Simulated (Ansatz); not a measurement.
The parent structure is SnSe2 in the CdI2 type structure (space group P-3m1, No. 164; a = 3.840 Å, c = 6.007 Å; layered, stacked along the Cartesian z axis). Axes: x lies along a and z along c of the hexagonal cell.

Method: PBE-D3(BJ) (Ansatz, an electronic-structure program, PAW, without spin-orbit coupling).

Before the change:

```
Property               Value
-------------------  -------
Band gap             0.36 eV
Smallest direct gap  0.82 eV
```

Perturbation: the cell is stretched by 1.00 % along z with no lateral relaxation, atoms relaxed at fixed cell.

Predict the new largest internal atomic displacement.

The largest internal atomic displacement is 0.014 Å.

What does the calculation give for the band gap after the change?

The band gap grows by 0.07 eV to 0.43 eV.

Predict the new smallest direct gap.

The smallest direct gap increases by 0.06 eV (0.82 eV → 0.88 eV).

The cells carry an imposed strain or load. Gaps are read on the SCF mesh and a high-symmetry path. Whether these cells are dynamically stable was not tested.
